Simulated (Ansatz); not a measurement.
Effect of uniaxial stress, 5 GPa compression along z on MoS2

Consider MoS$_{2}$ in the 3R-MoS2 type structure (space group R3m, No. 160; layered, stacked along the Cartesian z axis).

```yaml
crystal:
  lattice:
    - [1.58761, 0.91661, 6.19494]
    - [-1.58761, 0.91661, 6.19494]
    - [0.00000, -1.83321, 6.19494]
  atoms:
    - { symbol: Mo, position: [0.00000, 0.00000, 0.00000] }
    - { symbol: S, position: [0.75030, 0.75030, 0.75030] }
    - { symbol: S, position: [0.58300, 0.58300, 0.58300] }
```

Cartesian axes are those of the cell as printed.

The change: uniaxial stress, 5 GPa compression along z, with the cell and atoms free to relax against it.

Computed with Ansatz (an electronic-structure program) r2SCAN+rVV10, spin-orbit coupling left out. k-mesh 12×12×12 (Γ-centred); smearing 0.05 eV (Fermi–Dirac).

The volume per atom shrinks by 1.06 Å³ (18.03 Å³ → 16.97 Å³) and the shortest interatomic distance shrinks by 0.0047 Å, from 2.403 Å to 2.399 Å. The energy rises by 16 meV/atom and the band gap shrinks by 0.479 eV (1.02 eV → 0.55 eV). The gap character is still indirect, T → k = (0.167, -1/2, -0.167) in the run's primitive reciprocal basis and the width of the top valence band grows by 0.295 eV to 2.10 eV. The hole mass goes from 0.85 mₑ along k, 0.69 mₑ across (at T) to 1.2 mₑ along k, 0.38 mₑ across (at T) and the strain response (xx, yy, zz) amounts to (+0.49, +0.49, −6.76) %.

Masses are band curvatures over ±0.01 Å⁻¹ around the edge. Along k means along the line from Γ to the band edge. Beyond what the load breaks, stability against distortions was not tested.
